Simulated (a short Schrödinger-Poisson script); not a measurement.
Symmetric double-gate stack, SiO2 on p-type GaAs

Stack: symmetric double-gate stack, SiO2 on p-type GaAs, at 300 K.

```tsv
layer	material	thickness (nm)	Na (cm⁻³)
1	SiO2	1.9	-
2	GaAs	2	1e18
3	SiO2	1.9	-
```

The device is made up for the run: typed textbook-type constants, with dimensions and the other settings drawn at random. SiO2: permittivity 3.9, conduction-band edge (eV) 3.17, gap (eV) 9, electron mass (mₑ) 0.5. GaAs: permittivity 12.9, conduction-band edge (eV) 0, gap (eV) 1.424, Nv at 300 K (cm⁻³) 9e18.

Channel valleys (confinement mass, in-plane density-of-states mass, number): Γ 0.067, 0.067, 1. At the gates, both at one voltage, the conduction-band edge of layer 1 lies 3.5 eV − eVg above the Fermi level of the channel. Gaps are held at their typed values at every temperature. Mesh 0.03 nm at interfaces.

From a short Schrödinger-Poisson script (our own, NumPy): 1D Poisson equation in equilibrium, electrons quantum, Hartree (BenDaniel-Duke, 12 states a valley, the channel's in-plane mass for all, wave functions free to enter the dielectric), parabolic valleys, classical holes, full ionisation, no traps, pinning or gate leakage.

```csv
Vg (V),electrons (cm⁻²),C (μF/cm²),Γ E0 (meV),Γ E1 (meV)
0.4,6.38e6,< 0.003,300.9,1890.7
0.6,1.41e10,0.0860,101.5,1691.3
0.8,1.27e12,1.79,-40.3,1547.7
1,3.64e12,1.95,-130.0,1454.5
1.2,6.08e12,1.95,-217.1,1363.9
1.4,8.51e12,1.95,-304.1,1273.3
1.6,1.09e13,1.95,-391.2,1182.7
1.8,1.34e13,1.95,-478.2,1092.1
```

Gate voltages with under 1e6 electrons/cm² are left out.

Subbands count from the Fermi level. The capacitance is that of both gates.

Above a few 1e12 electrons/cm² a light Γ valley is non-parabolic and upper valleys begin to fill, which the model leaves out.
